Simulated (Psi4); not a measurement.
Psi4 1.11, TPSS/def2-svp: CB(C)[N](C)[GeH3], 18 atoms. The geometry is a generated start, not checked to be a minimum at this level.

```
Quantity                                             Value
--------------------------  ------------------------------
task                                                energy
method                                                tpss
basis                                             def2-svp
memory                                                3 GB
maxiter                                                100
keys of the molecule block                     symmetry c1
scf_type                                      df (default)
guess                       auto, which took SAD (default)
scf_initial_accelerator                    adiis (default)
e_convergence                              1e-06 (default)
d_convergence                              1e-06 (default)
dft_radial_points                             75 (default)
dft_spherical_points                         302 (default)
basis functions                                        162
grid points                                         380819
```

```xyz
18

Ge    -1.8603    -0.2890    -1.2530
N     -0.6133     0.0697     0.0559
C     -1.2585     0.4259     1.3176
B      0.7854    -0.0224    -0.0100
C      1.5152    -0.3454    -1.3820
C      1.6616     0.2082     1.2976
H     -2.5835     0.9936    -1.5682
H     -2.8592    -1.2389    -0.6509
H     -1.2615    -0.8866    -2.4808
H     -0.7701     1.2889     1.7689
H     -2.3097     0.6778     1.1513
H     -1.2175    -0.4026     2.0303
H      2.4714     0.1701    -1.4601
H      0.9245    -0.0723    -2.2555
H      1.7334    -1.4112    -1.4555
H      1.2853    -0.3491     2.1543
H      1.6557     1.2585     1.5866
H      2.7011    -0.0750     1.1533
```

One run each on 2 threads. Values of diis_max_vecs tried: 3, 6, 10 (default), 20.

Q: Which value of diis_max_vecs needs the fewest SCF iterations, and what happens away from it?

A: Fewest SCF iterations, within one of each other: 6 with 11, 10 (default) with 10, 20 with 10. The count rises to 16 at 3. All converge to one solution.

| diis_max_vecs | SCF iterations | end |
|---|---|---|
| 3 | 16 | same solution |
| 6 | 11 | same solution |
| 10 (default) | 10 | same solution |
| 20 | 10 | same solution |
